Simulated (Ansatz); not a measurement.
Reference: Li₂S (Fm-3m), PBEsol, rigid bands (plane waves, PAW, scalar-relativistic; Ansatz, a first-principles code); axes and stresses refer to this cell.

```
Li2S
1.0
    0.00000     2.82744     2.82744
    2.82744     0.00000     2.82744
    2.82744     2.82744     0.00000
Li S
2 1
Direct
  0.75000   0.75000   0.75000
  0.25000   0.25000   0.25000
  0.00000   0.00000   0.00000
```

The hole conductivity mass comes out as 1.12 mₑ. The Seebeck coefficient, p-type 1e19 cm⁻³ is 456 μV/K. The electron conductivity mass comes out as 0.40 mₑ.

Task: Change: functional r2SCAN on the same cell. What happens to hole conductivity mass, Seebeck coefficient, p-type 1e19 cm⁻³, electron conductivity mass?

Result: hole conductivity mass goes up to 1.17 mₑ; Seebeck coefficient, p-type 1e19 cm⁻³ moves little, to 461 μV/K; electron conductivity mass moves little, to 0.40 mₑ.

Masses are for dilute carriers at 300 K, harmonic means over directions unless an axis is named. Seebeck coefficients are for the stated density at 300 K, with one relaxation time for all states and whether or not that doping can be reached. Spin-orbit coupling is left out unless a row names it. 

Formula and space group known from diffraction (Crystallography Open Database), not checked to be the room-temperature form: Li2S (Fm-3m).
